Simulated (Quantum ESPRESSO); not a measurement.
Input and output of a self-consistent single point for La2Mg (C2/c, 6 atoms in the cell) (Quantum ESPRESSO).

Level of theory: LDA (PZ), GBRV 1.5 ultrasoft (LDA) pseudopotentials (plane waves; Quantum ESPRESSO).

The change in words: lattice scaled by 0.98. Reference geometry:
```
CELL_PARAMETERS angstrom
      5.33915    -3.12700     0.00000
      5.33915     3.12700     0.00000
     -3.52625     0.00000     5.65431
ATOMIC_POSITIONS crystal
  La 0.75838 0.58178 0.74598
  La 0.24162 0.41822 0.25402
  La 0.41822 0.24162 0.75402
  La 0.58178 0.75838 0.24598
  Mg 0.92238 0.07762 0.25000
  Mg 0.07762 0.92238 0.75000
```

Reference input (self-consistent single point, DFT, LDA (PZ), plane waves, GBRV 1.5 ultrasoft (LDA) pseudopotentials): ecutwfc = 40 Ry; ecutrho = 200 Ry; occupations = smearing; smearing = gaussian; degauss = 0.0147 Ry; potentials = {La: la_lda_v1.uspp.F.UPF, Mg: mg_lda_v1.4.uspp.F.UPF}; K_POINTS = automatic 4 4 3 0 0 0; conv_thr = 1e-10 Ry; mixing_beta = 0.4. This run's input differs from it in these lines:

```diff
@@ -11,3 +11,3 @@
   ibrav = 0
-  celldm(1) = 11.6926007663
+  celldm(1) = 11.4587486992
   nat = 6
@@ -28,8 +28,8 @@
 ATOMIC_POSITIONS {angstrom}
-La    4.5248026948   -0.5522280234    4.2179991899
-La    2.6272463052    0.5522280234    1.4363068101
-La    0.8641218052   -0.5522280234    4.2634598101
-La    6.2879271948    0.5522280234    1.3908461899
-Mg    4.4575867500   -2.6415636752    1.4135765000
-Mg    2.6944622500    2.6415636752    4.2407295000
+La    4.4343066290   -0.5411834594    4.1336392956
+La    2.5747013710    0.5411834594    1.4075807044
+La    0.8468393710   -0.5411834594    4.1781907044
+La    6.1621686290    0.5411834594    1.3630292956
+Mg    4.3684350000   -2.5887323848    1.3853050000
+Mg    2.6405730000    2.5887323848    4.1559150000
 K_POINTS {automatic}
@@ -37,5 +37,5 @@
 CELL_PARAMETERS {alat}
-   0.8628986442    -0.5053770175     0.0000000000
-   0.8628986442     0.5053770175     0.0000000000
-  -0.5699027094     0.0000000000     0.9138334557
+   0.8628986448    -0.5053770165     0.0000000000
+   0.8628986448     0.5053770165     0.0000000000
+  -0.5699027087     0.0000000000     0.9138334797
```

The program printed (abridged):

```
     Self-consistent Calculation

     iteration #  1     ecut=    40.00 Ry     beta= 0.40

---- Real-time Memory Report at c_bands before calling an iterative solver
           556 MiB given to the printing process from OS
           119 MiB allocation reported by mallinfo(arena+hblkhd)
------------------

     Threshold (ethr) on eigenvalues was too large:
     Diagonalizing with lowered threshold

---- Real-time Memory Report at c_bands before calling an iterative solver
           627 MiB given to the printing process from OS
           134 MiB allocation reported by mallinfo(arena+hblkhd)
------------------

   [... lines left out ...]
           645 MiB given to the printing process from OS
           152 MiB allocation reported by mallinfo(arena+hblkhd)
------------------

     negative rho (up, down):  2.370E-01 0.000E+00

     total energy              =    -658.99110641 Ry
     estimated scf accuracy    <          2.2E-10 Ry

     iteration # 13     ecut=    40.00 Ry     beta= 0.40

---- Real-time Memory Report at c_bands before calling an iterative solver
           645 MiB given to the printing process from OS
           152 MiB allocation reported by mallinfo(arena+hblkhd)
------------------

     negative rho (up, down):  2.370E-01 0.000E+00
     End of self-consistent calculation

     the Fermi energy is    10.5869 ev

!    total energy              =    -658.99110641 Ry
     estimated scf accuracy    <          3.4E-11 Ry
     smearing contrib. (-TS)   =      -0.01275756 Ry
     internal energy E=F+TS    =    -658.97834885 Ry

     convergence has been achieved in  13 iterations

     negative rho (up, down):  2.370E-01 0.000E+00

     Forces acting on atoms (cartesian axes, Ry/au):

     atom    1 type  1   force =    -0.00249222    0.00212568   -0.00036626
     atom    2 type  1   force =     0.00249222   -0.00212568    0.00036626
     atom    3 type  1   force =     0.00249222    0.00212568    0.00036626
     atom    4 type  1   force =    -0.00249222   -0.00212568   -0.00036626
     atom    5 type  2   force =     0.00000000    0.00123106    0.00000000
   [... lines left out ...]
     Total force =     0.006818     Total SCF correction =     0.000015
   [... lines left out ...]

     negative rho (up, down):  2.370E-01 0.000E+00
          total   stress  (Ry/bohr**3)                   (kbar)     P=       -0.60
  -0.00002448   0.00000000  -0.00000780           -3.60        0.00       -1.15
  -0.00000000  -0.00000857  -0.00000000           -0.00       -1.26       -0.00
  -0.00000780   0.00000000   0.00002075           -1.15        0.00        3.05

   JOB DONE.
```

The run converged in 13 iterations. Against the reference run the free energy goes down by 12.1 meV/atom, the pressure goes from -1.98 to -0.06 GPa and the largest force goes from 0.050 to 0.085 eV/Å. The full log also holds: “c_bands:  2 eigenvalues not converged”.

The starting cell comes from a database of computed structures (which also holds hypothetical and non-ambient phases and stackings), without a prior relaxation at this level. Its lattice was rescaled by a random factor within 2.5 % of one. For this run, on top of that: lattice scaled by 0.98.

Cost on one core of a shared machine: roughly 2 min.
